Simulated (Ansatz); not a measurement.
Start from GaAs in the zinc blende structure (space group F-43m, No. 216).

```cif
data_AsGa
_chemical_formula_sum 'As1 Ga1'
_space_group_name_H-M_alt 'P 1'
_space_group_IT_number 1
_cell_length_a 4.00154
_cell_length_b 4.00154
_cell_length_c 4.00154
_cell_angle_alpha 60.000
_cell_angle_beta 60.000
_cell_angle_gamma 60.000
loop_
_space_group_symop_operation_xyz
  'x, y, z'
loop_
_atom_site_label
_atom_site_type_symbol
_atom_site_fract_x
_atom_site_fract_y
_atom_site_fract_z
_atom_site_occupancy
As1 As 0.75000 0.75000 0.75000 1
Ga1 Ga 0.00000 0.00000 0.00000 1
```

Levels (all Ansatz, a quantum-chemistry and plane-wave program, PAW): PBEsol (420 eV, no spin-orbit coupling); r2SCAN (500 eV, without spin-orbit coupling); HSE06 (420 eV, no spin-orbit coupling).

At the geometry relaxed with PBEsol, these levels gave the following band gaps, in shuffled order: (a) 1.40 eV, (b) 0.42 eV, (c) 0.99 eV.

Match each gap to its level.

(a) HSE06; (b) PBEsol; (c) r2SCAN.

Single points use the geometry relaxed with PBEsol. Stability against distortions was not tested.
